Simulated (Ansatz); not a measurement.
# CeO2 (P4₂/mnm, No. 136, 6 atoms in the cell; start mp-1018664; a measured phase of this formula has another space group)

These are PBEsol (Ansatz, a first-principles code, plane waves, PAW) values and carry that method's errors.

Settings: plane-wave cutoff 520 eV, 8×8×10 k mesh (along the axes of the cell as run), Fermi–Dirac smearing 0.01 eV, no spin polarisation, scalar-relativistic PAW data made under PBE.

Cell (relaxed with PBEsol):

```
CELL_PARAMETERS angstrom
      5.07557     0.00000     0.00000
      0.00000     5.07557     0.00000
      0.00000     0.00000     3.60304
ATOMIC_POSITIONS crystal
  Ce 0.50000 0.50000 0.50000
  Ce 0.00000 0.00000 0.00000
  O  0.81295 0.18705 0.50000
  O  0.18705 0.81295 0.50000
  O  0.31295 0.31295 0.00000
  O  0.68705 0.68705 0.00000
```

- band gap: 2.12 eV
- smallest direct gap on the k points sampled: 2.22 eV

Note: the 4f shell is treated without U or exact exchange, so its levels and filling can be wrong.

Spin–orbit coupling is not included.

The computed numbers hold no vibrational or temperature effects.

Cost on a shared machine: roughly 40 core-seconds.

A start named mp-… is a Materials Project structure, which need not be a measured phase.
